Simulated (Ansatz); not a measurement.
Amorphous In₉Ga₉Zn₉O₃₇Sr, 65 atoms at 5.87 g/cm³, one PBE-relaxed geometry, zone centre. Methods: PBE, scalar-relativistic without spin-orbit coupling (Ansatz, an electronic-structure program); r2SCAN, scalar-relativistic without spin-orbit coupling (Ansatz); HSE06, scalar-relativistic without spin-orbit coupling (Ansatz). Plane waves to 420 eV (r2SCAN 500 eV); exact exchange is cut at the cell's faces. At PBE the levels at the filled edge of the gap are localised (band-tail or defect states). All rungs ran without spin polarisation.

A CHGNet melt-quench gave the starting glass, which DFT then relaxed. O atoms were pushed apart under 1.9 Å during the dynamics, to hinder bonds among them. The hot cell started wider than the set density and was brought back towards it in steps. It is the lowest in DFT energy of 2 quenches. It is a model cell: composition and starting density were chosen by hand, and all elements were melted together. No dispersion term was used. Its density started from a set value of 5.87 and ended at 5.87 g/cm³. The simulated quench (nominally 260 K/ps over its main leg) is rapid and tends to freeze in more defects than a deposited or slowly cooled glass has. One small periodic cell is one sample of the glass; other quenches scatter about these values. The volume was held where the preparation left it and the shape relaxed, at a PBE pressure of 3.3 GPa. Stress components on the final sampling reach 3.3 GPa.

The relaxation ran on the zone centre alone. At PBE the level gap is 0.88 eV on a 2×2×2 Γ-centred mesh, and the spacing at the zone centre alone 0.91 eV.

**Question.** What zone-centre spacing does r2SCAN give, roughly?

**Answer.** 1.35 eV (+0.44 eV against PBE).

**Question.** What zone-centre spacing does HSE06 give, roughly?

**Answer.** 2.48 eV (+1.58 eV against PBE).

The highest filled and the lowest empty state spread over these numbers of atoms (participation numbers): PBE: 11.3 and 59.6; r2SCAN: 10.7 and 59.0; HSE06: 10.6 and 58.8.
